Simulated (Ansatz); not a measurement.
## CdSe in the wurtzite structure (space group P6_3mc, No. 186)

```xyz
4
Lattice="4.2475 0.0000 0.0000 -2.1238 3.6785 0.0000 0.0000 0.0000 6.9410" Properties=species:S:1:pos:R:3 pbc="T T T"
Cd     0.0000     2.4523     0.0022
Cd     2.1238     1.2262     3.4727
Se     0.0000     2.4523     2.6076
Se     2.1238     1.2262     6.0781
```

All numbers come from LDA in Ansatz (plane waves to 420 eV, PAW, scalar-relativistic without spin-orbit coupling). Settings: 9×9×5 k-points, 0.05 eV Fermi–Dirac smearing.

| Property | Value |
|---|---|
| Volume per atom | 27.11 Å³ |
| Density | 5.86 g/cm³ |
| Band gap | 0.46 eV, direct at Γ |
| Electron mass | 0.047 mₑ |
| Lowest conduction-band minima above the VBM | Γ 0.46 eV |
| Total energy | -6751.117 eV/atom (σ→0; compares only within this code and set-up) |

Effective masses come from finite differences of ±0.01 Å⁻¹. Whether these cells are dynamically stable was not tested.

Ansatz is a first-principles code.
